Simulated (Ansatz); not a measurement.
System: cubic perovskite CsPbCl3 (cubic high-temperature phase). Method: PBEsol (plane waves, PAW; Ansatz, an electronic-structure program).

Run with plane-wave cutoff 520 eV, 6×6×6 k mesh, Fermi–Dirac smearing 0.01 eV, scalar-relativistic PAW data made under PBE.

Computed at the level's own relaxed cell.

Question: What does this level give for the equilibrium volume per atom, lattice parameter a and bulk modulus?

Answer: 
equilibrium volume per atom: 35.48 Å³/atom
lattice parameter a: 5.619 Å
bulk modulus: 25.0 GPa

Note: the relaxation could not lower the start's symmetry, so the cell can be a saddle point above a distorted one.

Spin–orbit coupling is not included; it can shift volumes and moduli of such heavy elements.

The computed numbers hold no vibrational or temperature effects.

It cost about 60 core-seconds (a rough figure) of CPU time.
